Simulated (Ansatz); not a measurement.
Cubic perovskite BaHfO3, treated with r²SCAN+SOC (PAW; Ansatz, a program for electronic structure).

Settings: plane-wave cutoff 560 eV, 8×8×8 k mesh, Fermi–Dirac smearing 0.01 eV, PAW data made under PBE.

Cell (relaxed at this level):

```cif
data_BaHfO3
_chemical_formula_sum 'Ba1 Hf1 O3'
_space_group_name_H-M_alt 'P 1'
_space_group_IT_number 1
_cell_length_a 4.17576
_cell_length_b 4.17576
_cell_length_c 4.17576
_cell_angle_alpha 90.000
_cell_angle_beta 90.000
_cell_angle_gamma 90.000
loop_
_space_group_symop_operation_xyz
  'x, y, z'
loop_
_atom_site_label
_atom_site_type_symbol
_atom_site_fract_x
_atom_site_fract_y
_atom_site_fract_z
_atom_site_occupancy
Ba1 Ba 0.00000 0.00000 0.00000 1
Hf1 Hf 0.50000 0.50000 0.50000 1
O1 O 0.50000 0.00000 0.50000 1
O2 O 0.00000 0.50000 0.50000 1
O3 O 0.50000 0.50000 0.00000 1
```

Task: Give the computed bulk modulus, band gap, smallest direct gap on the k points sampled and pressure derivative B′ of the bulk modulus.

Result: 
- bulk modulus = 171 GPa
- band gap = 4.11 eV (indirect)
- smallest direct gap on the k points sampled = 4.16 eV
- pressure derivative B′ of the bulk modulus = 4.3

The result took about 22 core-minutes (a rough figure).
